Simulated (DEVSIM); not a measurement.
Device: abrupt Si n-p junction, at 300 K.

Layer 1 from the left is Si, thickness (μm) 0.640, Nd (cm⁻³) 8e17, τn (s) 5.2e-6, τp (s) 5.2e-6. Layer 2 from the left is Si, thickness (μm) 0.530, Na (cm⁻³) 6e17, τn (s) 5.2e-6, τp (s) 5.2e-6.

Left contact: ohmic. Right contact: ohmic. Voltage is applied to the left contact. Recombination: SRH at mid-gap. Mobility is constant in doping.

Constants are typed, rounded textbook-type inputs, not results; the design itself was drawn at random and stands for no fabricated device. Values at 300 K.

Si: gap (eV) 1.124, affinity (eV) 4.05, permittivity 11.7, Nc (cm⁻³) 2.86e19, Nv (cm⁻³) 3.1e19, μn (cm²/Vs) 1417, μp (cm²/Vs) 470.

**Question.** Estimate by hand the built-in potential, the peak field at zero bias, and compare with a numerical solution.

**Answer.** 
- Built-in potential: ni = √(Nc Nv) exp(−Eg/2kT) = 1.08e10 cm⁻³ with Eg = 1.124 eV; Vbi = kT/q ln(Na Nd/ni²) = 0.930 V; numerical 0.930 V.
- Peak field at zero bias: depletion approximation: W = √(2εVbi/(qN)) = 0.0592 μm with N = 3.43e17 cm⁻³; field = 2Vbi/W = 314000 V/cm; numerical 305000 V/cm (estimate above by 2.9 %).

Simulated with DEVSIM: 1D drift-diffusion, Boltzmann statistics, complete ionisation; no tunnelling, impact ionisation, image-force lowering or self-heating.
